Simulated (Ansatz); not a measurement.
The reference is MgS in the rock salt structure (space group Fm-3m, No. 225; a = 5.182 Å). Axes: x, y, z lie along the cube axes.

Now apply this change: the symmetric strain tensor [0.0163 -0.0089 0.0040; -0.0089 0.0173 -0.0068; 0.0040 -0.0068 0.0146], atoms relaxed at fixed cell.

Levels (all Ansatz, an electronic-structure program, PAW): PBEsol (420 eV, scalar-relativistic without spin-orbit coupling); r2SCAN (500 eV, no spin-orbit coupling); HSE06 (420 eV, no spin-orbit coupling).

At the geometry relaxed with PBEsol, these levels gave the following band gaps, in shuffled order: (a) 3.28 eV, (b) 2.53 eV, (c) 3.61 eV.

Question: Match each gap to its level.

Answer: (a) r2SCAN; (b) PBEsol; (c) HSE06.

Single points use the geometry relaxed with PBEsol. HSE06 gaps are upper bounds (no full band path). No phonon test of stability was made.
